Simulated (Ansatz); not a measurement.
Tunnelling through a barrier is set by its complex band structure: the current falls as exp(−2κd) with the smallest κ.

Consider the following.

```
CELL_PARAMETERS angstrom
      3.52817     0.00000     0.00000
      0.00000     3.52817     0.00000
      0.00000     0.00000     5.12066
ATOMIC_POSITIONS crystal
  Zr 0.00000 0.00000 0.00000
  Zr 0.50000 0.50000 0.50000
  O  0.00000 0.50000 0.30177
  O  0.00000 0.50000 0.80177
  O  0.50000 0.00000 0.19823
  O  0.50000 0.00000 0.69823
```

The cell is strained (all lengths scaled by 0.98); by r2SCAN it stands under a pressure of 16.9 GPa.

Transport runs along the normal of the first two printed cell vectors, the (001) plane of the conventional cell.

No gap correction and no spin-orbit coupling; mid-gap is the computed energy nearest the middle.

**Question.** Give the band gap and the smallest decay constant κ at mid-gap that r2SCAN (Ansatz, an electronic-structure program) yields.

**Answer.** Gap 4.80 eV on a 8×8×6 mesh; κ = 0.402 1/Å, at the zone centre.
